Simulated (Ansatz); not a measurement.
An Ansatz (a first-principles code) input (r2SCAN (Ansatz), without spin-orbit coupling):

Ansatz 0.2 input:
```yaml
crystal:
  lattice:
    - [0, 3.1281429885, 3.1281429885]
    - [3.1281429885, 0, 3.1281429885]
    - [3.1281429885, 3.1281429885, 0]
  atoms:
    - { symbol: Zr, position: [0, 0, 0] }
    - { symbol: S, position: [0.25, 0.25, 0.25] }
    - { symbol: S, position: [0.75, 0.75, 0.75] }
basis: { ecutwfc: 500, ecutrho_ratio: 4, xc_grid: 4, fft_grid_basis: typed }
kpoints: { mp_grid: { grid: [9, 9, 9] } }
hamiltonian:
  xc: r2scan
  dispersion: none
  pseudopotentials: { kind: paw }
scf: { occupations: { method: fermi_dirac, width: 0.05 }, convergence: { dr2_threshold: 0.0000000003 } }
output: { forces: true, stress: true }
```

### Question
Which symmetry and how many k-points will the program report, and about how many plane waves at Γ?

### Answer
Space group Fm-3m (ITA 225) with 48 operations, k-points 35 of 729, and 1471 plane waves at Γ.

No phonon test of stability was made. The cell is ZrS$_{2}$ in the fluorite structure (space group Fm-3m, No. 225; a hypothetical phase, not in the database extracts checked).
